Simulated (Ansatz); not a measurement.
The reference is W in the bcc (W type) structure (space group Im-3m, No. 229; relaxed with 0.1 eV smearing).

```yaml
crystal:
  lattice:
    - [-1.58470, 1.58470, 1.58470]
    - [1.58470, -1.58470, 1.58470]
    - [1.58470, 1.58470, -1.58470]
  atoms:
    - { symbol: W, position: [0.00000, 0.00000, 0.00000] }
```

Cartesian axes are those of the cell as printed.

Method: r2SCAN (Ansatz, a first-principles code), no spin-orbit coupling, earlier PAW set.

Base values:

| Property | Value |
|---|---|
| Shortest interatomic distance | 2.745 Å |

Now apply this change: uniaxial stress, 8 GPa compression along z; all other stress components relax to zero.

### Question
What happens to the energy relative to the base, strain response and shortest interatomic distance?

### Answer
The energy increases by 6.9 meV/atom; the strain response (xx, yy, zz) amounts to (+0.48, +0.48, −1.74) %; the shortest interatomic distance shrinks by 0.007 Å to 2.738 Å.

Beyond what the load breaks, stability against distortions was not tested. All final runs are without spin polarisation.
